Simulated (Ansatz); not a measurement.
Amorphous Si24O53Nb2, 79 atoms at 2.40 g/cm³, one PBE-relaxed geometry, zone centre. Methods: PBE, scalar-relativistic without spin-orbit coupling (Ansatz, a first-principles code); r2SCAN, scalar-relativistic without spin-orbit coupling (Ansatz); HSE06, scalar-relativistic without spin-orbit coupling (Ansatz). Plane waves to 420 eV (r2SCAN 500 eV); exact exchange is cut at the cell's faces. At PBE the levels at both edges of the gap are localised (band-tail or defect states), and the nearest spread-out levels lie 5.7 eV apart at the zone centre. All rungs ran without spin polarisation.

Preparation: random packing, a CHGNet melt and quench, and a DFT relaxation. O atoms were pushed apart under 1.9 Å during the dynamics, to hinder bonds among them. The hot cell started wider than the set density and was brought back towards it in steps. It is the lowest in DFT energy of 2 quenches. It is a model cell: composition and starting density were chosen by hand, and all elements were melted together. No dispersion term was used. Its density started from a set value of 2.40 and ended at 2.40 g/cm³. The simulated quench (nominally 320 K/ps over its main leg) is rapid and tends to freeze in more defects than a deposited or slowly cooled glass has. A cell of this size samples the disorder only roughly. The volume was held where the preparation left it and the shape relaxed, at a PBE pressure of 0.9 GPa. Stress components on the final sampling reach 0.9 GPa.

The relaxation ran on the zone centre alone. At PBE the gap between localised states is 3.69 eV on a 2×2×2 Γ-centred mesh, and the spacing at the zone centre alone 3.69 eV.

Problem. What zone-centre spacing does r2SCAN give, roughly?

Solution. 4.11 eV (+0.42 eV against PBE).

Problem. What zone-centre spacing does HSE06 give, roughly?

Solution. 5.29 eV (+1.60 eV against PBE).

The highest filled and the lowest empty state spread over these numbers of atoms (participation numbers): PBE: 5.6 and 2.4; r2SCAN: 5.7 and 2.3; HSE06: 5.9 and 2.3.
